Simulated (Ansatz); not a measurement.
Partial pair distribution functions of a relaxed model of amorphous Si24O48Ru, broadened by 0.06 Å; density 2.33 g/cm³. Method: PBE, scalar-relativistic without spin-orbit coupling (plane waves to 420 eV, PAW; Ansatz, a program for electronic structure). In the spin-polarised cell the level spacing at the Fermi energy can part levels of unlike spin.

A CHGNet melt-quench gave the starting glass, which DFT then relaxed. O atoms were pushed apart under 1.9 Å during the dynamics, to hinder bonds among them. The hot cell started wider than the set density and was brought back towards it in steps. It is the lowest in DFT energy of 2 quenches. It is a model cell: composition and starting density were chosen by hand, and all elements were melted together. No dispersion term was used. Its density started from a set value of 2.33 and ended at 2.33 g/cm³. The simulated quench (nominally 320 K/ps over its main leg) is rapid and tends to freeze in more defects than a deposited or slowly cooled glass has. One small periodic cell is one sample of the glass; other quenches scatter about these values. The volume was held where the preparation left it and the shape relaxed, at a PBE pressure of 0.6 GPa. Stress components on the final sampling reach 0.6 GPa.

| r (Å) | g Si-O | g Si-Ru | g Si-Si | g O-O |
|---|---|---|---|---|
| 1.40 | 0.02 | 0.00 | 0.00 | 0.00 |
| 1.50 | 1.87 | 0.00 | 0.00 | 0.00 |
| 1.60 | 15.07 | 0.00 | 0.00 | 0.00 |
| 1.70 | 9.33 | 0.00 | 0.00 | 0.00 |
| 1.80 | 0.48 | 0.00 | 0.00 | 0.00 |
| 1.90 | 0.00 | 0.00 | 0.00 | 0.00 |
| 2.00 | 0.00 | 0.00 | 0.00 | 0.00 |
| 2.10 | 0.00 | 0.04 | 0.00 | 0.00 |
| 2.20 | 0.00 | 1.71 | 0.00 | 0.00 |
| 2.30 | 0.00 | 7.03 | 0.16 | 0.05 |
| 2.40 | 0.00 | 4.38 | 0.33 | 0.14 |
| 2.50 | 0.00 | 0.33 | 0.04 | 1.28 |
| 2.60 | 0.00 | 0.00 | 0.01 | 5.04 |
| 2.70 | 0.00 | 0.00 | 0.18 | 5.75 |
| 2.80 | 0.04 | 0.00 | 1.06 | 2.16 |
| 2.90 | 0.14 | 0.00 | 2.94 | 0.71 |
| 3.00 | 0.28 | 0.00 | 4.13 | 0.37 |
| 3.10 | 0.48 | 0.00 | 3.63 | 0.38 |
| 3.20 | 0.57 | 0.01 | 2.26 | 0.49 |
| 3.30 | 0.74 | 0.61 | 0.36 | 0.61 |
| 3.40 | 0.66 | 2.72 | 0.01 | 0.59 |
| 3.50 | 0.96 | 2.43 | 0.00 | 0.63 |
| 3.60 | 1.36 | 0.39 | 0.00 | 0.61 |
| 3.70 | 1.30 | 0.00 | 0.03 | 0.68 |
| 3.80 | 1.44 | 0.00 | 0.20 | 0.53 |
| 3.90 | 1.51 | 0.00 | 0.34 | 0.51 |
| 4.00 | 1.50 | 0.01 | 0.26 | 0.66 |
| 4.10 | 1.67 | 0.54 | 0.38 | 0.67 |
| 4.20 | 1.87 | 2.66 | 0.57 | 0.68 |
| 4.30 | 1.55 | 0.91 | 0.70 | 0.87 |
| 4.40 | 1.03 | 0.62 | 1.25 | 0.92 |
| 4.50 | 0.79 | 1.42 | 1.34 | 1.20 |
| 4.60 | 0.69 | 1.33 | 0.82 | 1.21 |
| 4.70 | 0.71 | 1.11 | 0.86 | 1.11 |
| 4.80 | 0.74 | 1.70 | 1.49 | 1.00 |
| 4.90 | 0.62 | 1.82 | 1.77 | 1.06 |
| 5.00 | 0.60 | 1.15 | 1.47 | 1.34 |

Within 1.90 Å each Si has 3.92 O neighbours on average.
